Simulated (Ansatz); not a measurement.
How the lattice constant a of WSe2 (P-3m1, No. 164, 12 atoms in the cell; start mp-1028698; a measured phase of this formula has another space group) moves with the method

No measured value is used here.

```csv
level (code),value (Å)
LDA (Ansatz),(withheld)
PBEsol (Ansatz),3.271
r²SCAN (Ansatz),3.315
```

Question: Fill in the missing entries.

Answer: 
- LDA (Ansatz, a first-principles code), value (Å): 3.249

The crystal itself was run without spin with LDA, PBEsol, r²SCAN; a magnetic state was not tried in these runs. Density-functional levels without +SOC have no spin–orbit coupling. Cutoffs differ between the levels. Ansatz's density-functional and Hartree–Fock values are scalar-relativistic unless marked +SOC, with PAW data made under PBE.

A start named mp-… is a Materials Project structure, which need not be a measured phase.
